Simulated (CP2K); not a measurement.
Variants of one calculation on SrI2O2 (Pnma, 20 atoms in the cell)

```
Sr(IO)2
1.0
   10.86583     0.00000     0.00000
    0.00000     4.12067     0.00000
    0.00000     0.00000    14.19141
Sr I O
4 8 8
Direct
  0.80686   0.75000   0.87669
  0.19314   0.25000   0.12331
  0.69314   0.25000   0.37669
  0.30686   0.75000   0.62331
  0.59000   0.75000   0.17993
  0.41000   0.25000   0.82007
  0.91000   0.25000   0.67993
  0.09000   0.75000   0.32007
  0.12736   0.75000   0.89633
  0.87264   0.25000   0.10367
  0.37264   0.25000   0.39633
  0.62736   0.75000   0.60367
  0.80802   0.25000   0.97362
  0.19198   0.75000   0.02638
  0.69198   0.75000   0.47362
  0.30802   0.25000   0.52638
  0.77696   0.25000   0.77562
  0.22304   0.75000   0.22438
  0.72304   0.75000   0.27562
  0.27696   0.25000   0.72438
```

Base run A: CP2K with PBEsol, GPW, DZVP-MOLOPT-SR-GTH basis, GTH-PBE potentials (GTH_POTENTIALS), self-consistent single point.

Its settings: CUTOFF = 500 Ry; REL_CUTOFF = 50 Ry; SMEAR/METHOD = GAUSSIAN; SIGMA = 0.02 eV; KPOINTS/SCHEME = MONKHORST-PACK 2 4 1; GAMMA_CENTERED = T; XC_FUNCTIONAL = PBE:PBESOL; Sr/BASIS_SET = DZVP-MOLOPT-SR-GTH-q10; Sr/POTENTIAL = GTH-PBE-q10; I/BASIS_SET = DZVP-MOLOPT-SR-GTH-q7; I/POTENTIAL = GTH-PBE-q7; O/BASIS_SET = DZVP-MOLOPT-SR-GTH-q6; O/POTENTIAL = GTH-PBE-q6; METHOD = GPW; EPS_DEFAULT = 1e-10; NGRIDS = 5; SCF_GUESS = ATOMIC; EPS_SCF = 1e-07; MAX_SCF = 100; ADDED_MOS = 23.

The starting cell comes from a database of computed structures (which also holds hypothetical and non-ambient phases and stackings), without a prior relaxation at this level. Spin-orbit coupling is off. Values carry the incompleteness of an atom-centred basis. The potentials were made for another functional than the one used. In the base run, forces exceed 1 eV/Å.

ΔF is the free energy per atom less that of run A. A dash stands where there is no value to compare (another energy zero or no entropy term, no result, no spin, no clean gap, or a mesh too coarse for one). Absolute energies have different zeros for different potentials, functionals, Hubbard and dispersion terms and are not compared across them.

Runs:
- B: XC_FUNCTIONAL: PBE:PBESOL → GGA_X_RPBE + GGA_C_PBE [RPBE]
- C: KPOINTS/SCHEME: MONKHORST-PACK 2 4 1 → MONKHORST-PACK 4 9 3
- D: FULL_GRID: default → T
- E: ADDED_MOS: 23 → 16
- F: KPOINTS/SCHEME: MONKHORST-PACK 2 4 1 → MONKHORST-PACK 1 3 1; GAMMA_CENTERED: T → default
- G: XC_SMOOTH_RHO: default → NN10; XC_DERIV: default → SPLINE2_SMOOTH
- H: SCF_GUESS: ATOMIC → RANDOM

```json
[
 {"run": "A", "ΔF (meV/atom)": "0.00", "pressure (GPa)": "-0.03", "largest force (eV/Å)": "1.016", "k-points": "6"},
 {"run": "B", "ΔF (meV/atom)": "–", "pressure (GPa)": "2.80", "largest force (eV/Å)": "1.068", "k-points": "6"},
 {"run": "C", "ΔF (meV/atom)": "-1.81", "pressure (GPa)": "-0.07", "largest force (eV/Å)": "1.023", "k-points": "55"},
 {"run": "D", "ΔF (meV/atom)": "0.00", "pressure (GPa)": "-0.03", "largest force (eV/Å)": "1.016", "k-points": "8"},
 {"run": "E", "ΔF (meV/atom)": "0.00", "pressure (GPa)": "-0.03", "largest force (eV/Å)": "1.016", "k-points": "6"},
 {"run": "F", "ΔF (meV/atom)": "8.3", "pressure (GPa)": "0.12", "largest force (eV/Å)": "0.997", "k-points": "2"},
 {"run": "G", "ΔF (meV/atom)": "213.6", "pressure (GPa)": "-0.71", "largest force (eV/Å)": "1.004", "k-points": "6"},
 {"run": "H", "ΔF (meV/atom)": "0.00", "pressure (GPa)": "-0.03", "largest force (eV/Å)": "1.016", "k-points": "6"}
]
```

Run G against A: The free energy rises by 214 meV/atom, the pressure goes from -0.03 to -0.71 GPa, the largest force goes from 1.016 to 1.004 eV/Å and the gap on the mesh goes from 0.801 to 0.789 eV.

Run F against A: The free energy rises by 8.3 meV/atom, the pressure goes from -0.03 to 0.12 GPa and the largest force goes from 1.016 to 0.997 eV/Å.

Left out of this page: 1 run of the series unsound by tests on forces, stress, charge or solver warnings.
